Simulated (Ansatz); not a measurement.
Abridged Ansatz (an electronic-structure program) output:

```
Relaxation: its limit of steps is 60 (relax.max_steps)
Pseudopotential: B, paw, valence charge 3
Pseudopotential: C, paw, valence charge 4
Crystal: 6 atoms, lattice volume = 35.442 Å³
Basis set: ecut = 420 eV, 683 PW (Γ), exchange–correlation on 80×80×80 points (8 copies of the dense FFT grid, shifted against one another)
Bands: 18, of which v1, the nominal top of the filled ones, is band 12 counted from 1 (11 counted from 0)
Symmetry: 8 space group operations
k-points: 641 of 8000 (time reversal used)
Functional: x = pbesol(κ = 0.804, μ = 0.12345679012345678), c = pbesol(β = 0.046)
SCF iter   1: F=—  HF=-1385.368470 eV  |F-HF|=—  |Δ(HF+E_count)|=         —  Δρ=1.91e-2  dr2=1.81e-1  ethr=1.77e-3  ⟨swp⟩=6.1  Hψ=60425  notcnv=0
SCF iter   2: F=—  HF=-1385.350102 eV  |F-HF|=—  |Δ(HF+E_count)|=   1.84e-2  Δρ=1.24e-2  dr2=1.13e-1  ethr=7.86e-4  ⟨swp⟩=1.0  Hψ=16666  notcnv=0  defer=5
SCF 1 converged in 6 iterations: F = -1385.322368 eV  dr2 = 2.76e-8
relax step   1: F+E_penalty+E_count = -1385.32236833 eV  Δ(F+E_penalty+E_count) = +0.000e0 eV  max|allowed force component| = 6.069e-4 eV/Å  Δτ_max = 0.0000 Å  P = +0.694 GPa  Ω = 35.442 Å³  (6 SCF iters, dr2 threshold 1.00e-7 eV, accepted)
[... steps on the carried basis left out ...]
relax step   7: F+E_penalty+E_count = -1385.32184096 eV  Δ(F+E_penalty+E_count) = +6.627e-6 eV  max|allowed force component| = 1.610e-5 eV/Å  Δτ_max = 0.0000 Å  P = +1.500 GPa  Ω = 35.369 Å³  stress off target by 2.84e-4 GPa  SCF on the basis re-selected at this cell (its energy is not comparable with the rows above)  (7 SCF iters)
SCF converged after 7 iterations
Free energy (F): -1385.321841 eV
Internal energy: -1385.317230 eV  (E = F + TS)
E sigma→0 (E₀):  -1385.319536 eV
Entropy (-TS):   -0.004611 eV (-0.768 meV/atom)
Fermi energy:    12.185105 eV
--- Forces (eV/Å), atoms counted from 1 ---
  atom   1  B      0.00000000     0.00000000     0.00000000
  atom   2  C     -0.00000000    -0.00000000     0.00001610
  atom   3  C     -0.00000000     0.00000000    -0.00001610
  atom   4  C     -0.00000000    -0.00000000     0.00000000
  atom   5  C      0.00000000    -0.00000000    -0.00000472
  atom   6  C      0.00000000    -0.00000000     0.00000472
--- Stress (GPa, compression-positive) ---
        1.499828       0.000000      -0.000000
        0.000000       1.499828       0.000000
       -0.000000       0.000000       1.499716
  P = ⅓ Tr σ = 1.4998 GPa (14.998 kbar)
--- Relaxed structure (5 steps of the walk, 5 accepted, 2 SCFs on fresh bases) ---
  cell:  # Å, volume = 35.3694 Å³
    - [-1.2478927362100494, 1.2478927362100494, 5.678237244338058]
    - [1.2478927362100494, -1.2478927362100494, 5.678237244338058]
    - [1.2478927362100494, 1.2478927362100494, -5.678237244338058]
  atoms:
    - { symbol: B, position: [0.75, 0.2499999999999999, 0.5000000000000001] }
    - { symbol: C, position: [0.8439978600192074, 0.8439978600192074, 1.1864837837073263e-33] }
    - { symbol: C, position: [0.15600213998079224, 0.15600213998079224, 2.315701277623587e-34] }
    - { symbol: C, position: [0.4999999999999999, 0.4999999999999999, 5.777705338291823e-34] }
    - { symbol: C, position: [0.4200477207205759, 0.9200477207205761, 0.5000000000000001] }
    - { symbol: C, position: [0.07995227927942404, 0.579952279279424, 0.5] }
```

Q: What was computed, and what are the main results?

A: BC5, 6 atoms in the cell, with plane-wave PAW DFT at the PBEsol level (Ansatz, 420 eV), no spin-orbit coupling, from a series relaxed to a target (pressure 1.5 GPa). The last SCF converged to F = -1385.321841 eV, or -230.8870 eV per atom, at a pressure of 1.50 GPa. The total energy compares only with runs of the same code, potentials and settings.

Load acts through the strain it causes; cell and atoms are relaxed under it. Stability against distortions was not tested. The final runs are not spin-polarised. The cell was made from BC5 (space group I-4m2, No. 119; a cell from a computed database, its experimental status unchecked) by this change: pressure 1.5 GPa.

Keys are those of Ansatz 0.2.
